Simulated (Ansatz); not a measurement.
# Thickness series in SnSe

Take SnSe in the GeS type structure (space group Pnma, No. 62; a = 11.536 Å, b = 4.121 Å, c = 4.578 Å; layered, stacked along the Cartesian x axis) as the base.

Free-standing slabs (4 atom(s) a layer) normal to the stacking axis with 15 Å of vacuum; in-plane cell relaxed.

Levels (all Ansatz, a program for electronic structure, PAW): r2SCAN+rVV10 (500 eV, spin-orbit coupling left out); HSE06 (420 eV, no SOC).

Band gaps by level, all at the geometries relaxed with r2SCAN+rVV10:

```json
[
 {"case": "base", "r2SCAN+rVV10": "0.89 eV", "HSE06": "1.05 eV"},
 {"case": "1 layer", "r2SCAN+rVV10": "1.42 eV", "HSE06": "___"},
 {"case": "2 layers", "r2SCAN+rVV10": "1.16 eV", "HSE06": "___"}
]
```

Task: Complete the table.

Result: 
- 1 layer, HSE06: 1.66 eV
- 2 layers, HSE06: 1.37 eV

Single points use the geometry relaxed with r2SCAN+rVV10. HSE06 gaps are upper bounds (no full band path). Stability against distortions was not tested.
